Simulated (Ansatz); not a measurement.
# Band gap (eV)

Cell A: LiF (rock salt, Fm-3m), 2 atoms in the cell, k-point mesh 14×14×14 on the run's own vectors. Conventional cell: a = 4.068 Å, b = 4.068 Å, c = 4.068 Å, α = 90.00°, β = 90.00°, γ = 90.00°.

Cell B: LiCl (rock salt, Fm-3m), 2 atoms in the cell, k-point mesh 12×12×12 on the run's own vectors. Conventional cell: a = b = c = 5.149 Å, α = β = γ = 90.00°.

Cell C: Li2O (anti-fluorite, Fm-3m), 3 atoms in the cell, k-point mesh 12×12×12 on the run's own vectors. Conventional cell: a = b = c = 4.6262 Å, α = β = γ = 90.00°.

Cell D: Li2S (anti-fluorite, Fm-3m), 3 atoms in the cell, k-point mesh 10×10×10 on the run's own vectors. Conventional cell: a = 5.705 Å, b = 5.705 Å, c = 5.705 Å, α = 90.00°, β = 90.00°, γ = 90.00°.

All numbers come from Ansatz (a quantum-chemistry and plane-wave program), plane waves with PAW, its default PAW set, cutoff 420 eV, 500 eV for r2SCAN. The structures are at rest with PBE; other levels are single points on them. HSE06 runs on coarser k-point meshes, which give the PBE gaps of the finer ones within 0.03 eV. Neutral cells; Fermi-Dirac smearing of at most 0.05 eV in the solids, energies taken to zero width. The lattices are those relaxed with PBE, so at other levels the solids can be strained, which adds to the spread. A dispersion term ran beside these levels; it doesn't touch the electrons. Gaps are highest filled to lowest empty Kohn-Sham level on the run's k-point mesh, states of defects and surfaces included; edges off the mesh make the true gap smaller, and under 0.08 eV counts as none.

| system | PBE | r2SCAN | HSE06 |
|---|---|---|---|
| A | 8.83 (direct) | 9.79 (direct) | (withheld) |
| B | 6.26 (direct) | 7.16 (direct) | (withheld) |
| C | 4.98 (indirect) | 5.69 (indirect) | 6.57 |
| D | 3.39 (indirect) | 3.88 (indirect) | (withheld) |

Question: Some entries are withheld; supply them.

Answer: 
- A, HSE06: 11.12
- B, HSE06: 7.66
- D, HSE06: 4.34
